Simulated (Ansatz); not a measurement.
Zn2SbN3 (space group Cmc2_1, No. 36; a cell from a computed database, its experimental status unchecked)

```cif
data_N12Sb4Zn8
_chemical_formula_sum 'Zn8 Sb4 N12'
_space_group_name_H-M_alt 'Cmc21'
_space_group_IT_number 36
_space_group_name_Hall 'C 2c -2'
_cell_length_a 9.94961
_cell_length_b 5.73113
_cell_length_c 5.39197
_cell_angle_alpha 90.000
_cell_angle_beta 90.000
_cell_angle_gamma 90.000
loop_
_space_group_symop_operation_xyz
  'x, y, z'
  '-x, -y, z+1/2'
  '-x, y, z'
  'x, -y, z+1/2'
  'x+1/2, y+1/2, z'
  '-x+1/2, -y+1/2, z+1/2'
  '-x+1/2, y+1/2, z'
  'x+1/2, -y+1/2, z+1/2'
loop_
_atom_site_label
_atom_site_type_symbol
_atom_site_symmetry_multiplicity
_atom_site_Wyckoff_symbol
_atom_site_fract_x
_atom_site_fract_y
_atom_site_fract_z
_atom_site_occupancy
Zn1 Zn 8 b 0.17203 0.16351 0.20563 1
Sb1 Sb 4 a 0.00000 0.67930 0.19480 1
N1 N 8 b 0.33431 0.33373 0.07973 1
N2 N 4 a 0.00000 0.34040 0.07420 1
```
(The calculation used a cell of 12 atoms; values per cell refer to that cell.)

The values are results of PBEsol/PAW in Ansatz (a quantum-chemistry and plane-wave program), spin-orbit coupling left out, not measurements. Γ-centred 6×6×5 mesh, Fermi–Dirac width 0.05 eV.

```json
{
 "volume_per_atom": "12.81 Å³",
 "density": "6.36 g/cm³",
 "band_gap": "0.23 eV, direct at Γ",
 "electron_mass": "0.059 mₑ along a, 0.041 mₑ along b, 0.038 mₑ along c",
 "Lowest conduction-band minima above the VBM": "Γ 0.23 eV",
 "total_energy": "-2350.812 eV/atom (σ→0; compares only within this code and set-up)"
}
```

Spin-orbit coupling, missing from the scalar runs, can matter with Sb. Masses are band curvatures over ±0.01 Å⁻¹ around the edge. Whether these cells are dynamically stable was not tested. The zero or small gap of Zn2SbN3 can change with the level of theory.
